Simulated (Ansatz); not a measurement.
Given:

```
GaAs
1.0
    0.00000     2.80935     2.89870
    2.80935     0.00000     2.89870
    2.80935     2.80935     0.00000
As Ga
1 1
Direct
  0.75000   0.75000   0.75000
  0.00000   0.00000   0.00000
```

No spin polarisation.

Calculations: PBEsol (Ansatz, a quantum-chemistry and plane-wave program, PAW, spin-orbit coupling left out), earlier PAW set. k-mesh 10×10×10 (Γ-centred); smearing 0.05 eV (Fermi–Dirac).

Task: Predict the band gap, valence-band top at Γ and gap character.

Result: The band gap is 0.28 eV, the valence-band top at Γ (three highest levels, from the VBM) is 0.00, 0.00, -0.19 eV and the gap character is direct at Γ.

Load acts through the strain it causes; cell and atoms are relaxed under it. Beyond what the load breaks, stability against distortions was not tested. The cell was made from GaAs in the zinc blende structure (space group F-43m, No. 216) by this change: uniaxial stress, 2 GPa tension along z. A zero or small gap of GaAs under uniaxial stress, 2 GPa tension along z can be the functional's error rather than a property of the material.
